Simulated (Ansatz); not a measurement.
## Effect of biaxial strain −0.42 %, plane normal [111], relaxed out of plane on Au

Start from Au in the fcc (Cu type) structure (space group Fm-3m, No. 225; a = 4.0477 Å; relaxed with 0.1 eV smearing). Axes: x, y, z lie along the cube axes.

Now apply this change: compressive biaxial strain of 0.42 % in the plane normal to [111], as in epitaxy on a mismatched substrate; the out-of-plane cell vector and the atoms relax.

Computed with DFT with LDA, PAW potentials and a 420 eV plane-wave cutoff in Ansatz (a quantum-chemistry and plane-wave program), no spin-orbit coupling. Γ-centred 28×28×28 mesh, Fermi–Dirac width 0.1 eV.

```json
[
 {"quantity": "volume per atom", "base": "16.58 Å³", "changed": "16.53 Å³", "shift": "-0.045 Å³"},
 {"quantity": "shortest interatomic distance", "base": "2.862 Å", "changed": "2.850 Å", "shift": "-0.012 Å"},
 {"quantity": "energy relative to the base (free energy F)", "base": "0 meV/atom", "changed": "+0.4 meV/atom", "shift": "+0.4 meV/atom"},
 {"quantity": "band gap", "base": "zero", "changed": "zero", "shift": "–"},
 {"quantity": "out-of-plane strain", "base": "–", "changed": "+0.57 %", "shift": "–"}
]
```

Final structure (turned so that z lies along the plane normal):

```
CELL_PARAMETERS angstrom
      2.85011     0.00000     0.00000
      1.42506     2.46827     0.00000
      1.42506    -0.82276     2.35029
ATOMIC_POSITIONS crystal
  Au 0.00000 0.00000 0.00000
```

Stability against distortions was not tested.
